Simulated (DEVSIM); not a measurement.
System: abrupt Ge n-p junction, at 350 K.

```csv
layer (left to right),material,thickness (μm),Nd (cm⁻³),Na (cm⁻³),τn (s),τp (s)
1,Ge,34.0,6.3e15,-,9.1e-5,9.1e-5
2,Ge,3.70,-,1e17,9.1e-5,9.1e-5
```

Left contact: ohmic. Right contact: ohmic. Voltage is applied to the left contact. Recombination: SRH at mid-gap. Mobility is constant in doping.

The device is made up for the run: typed textbook-type constants, with dimensions and the other settings drawn at random. Values at 300 K; Nc and Nv go as T^1.5, mobilities as T to minus their exponent, the gap by Varshni's rule with the affinity fixed.

```tsv
parameter	Ge
gap (eV)	0.664
affinity (eV)	4
permittivity	16
Nc (cm⁻³)	1.04e19
Nv (cm⁻³)	6e18
μn (cm²/Vs)	3900
μp (cm²/Vs)	1900
T exponent of μn	1.66
T exponent of μp	2.33
Varshni α (eV/K)	0.000477
Varshni β (K)	235
```

Model (solved in DEVSIM): 1D drift-diffusion, Boltzmann statistics, complete ionisation; no tunnelling, impact ionisation, image-force lowering or self-heating.

The thickness of layer 2 was swept, all else fixed.

```
thickness of layer 2 (μm)  dark forward voltage at 1 A/cm² (V)  dark forward voltage at 100 A/cm² (V)
-------------------------  -----------------------------------  -------------------------------------
0.74                                                     0.070                                  0.268
1.3                                                      0.082                                  0.274
2.2                                                          ?                                      ?
3.7                                                      0.102                                  0.283
6.3                                                      0.110                                  0.287
11                                                       0.116                                  0.292
18                                                       0.120                                  0.297
```

**Question.** Some entries are withheld; supply them.

**Answer.** 
- 2.2, dark forward voltage at 1 A/cm² (V): 0.093
- 2.2, dark forward voltage at 100 A/cm² (V): 0.278
